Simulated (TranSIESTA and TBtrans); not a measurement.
# Ag chain with one bond stretched by 2.0 Å

System: Ag chain with one bond stretched by 2.0 Å. Leads: straight Ag chain, spacing 2.517 Å. Geometry: as built, not relaxed.

Method: TranSIESTA and TBtrans, LDA, DZP numerical orbitals (energy shift 0.15 eV), PseudoDojo norm-conserving scalar-relativistic potentials, mesh cutoff 200 Ry, 300 K, no spin polarisation, no spin-orbit coupling; self-consistent non-equilibrium Green functions.

- Conductance at 300 K (G0 = 2e²/h): 0.23
- Thermopower (μV/K): -2.1
- Mean T from −0.5 to 0.5 eV: 0.22

Energies count from the leads' Fermi level. Transmissions are for one spin of a degenerate pair. The energy step is 0.01 eV; narrower resonances are cut or missed.

```csv
E (eV),T,lead channels
-2.00,0.0031,band edge
-1.80,0.0028,3
-1.60,0.0027,3
-1.40,0.0017,3
-1.20,0.0094,2
-1.00,0.038,1
-0.80,0.073,1
-0.60,0.12,1
-0.40,0.18,1
-0.20,0.21,1
0.00,0.23,1
0.20,0.24,1
0.40,0.24,1
0.60,0.25,1
0.80,0.26,1
1.00,0.27,1
1.20,0.29,1
1.40,0.31,1
1.60,0.34,1
1.80,0.37,1
2.00,0.41,1
```

The straight chain is held at its spacing; free chains may zigzag or dimerise. No spin-polarised start was tried, so a magnetic state, if there is one, is missed.
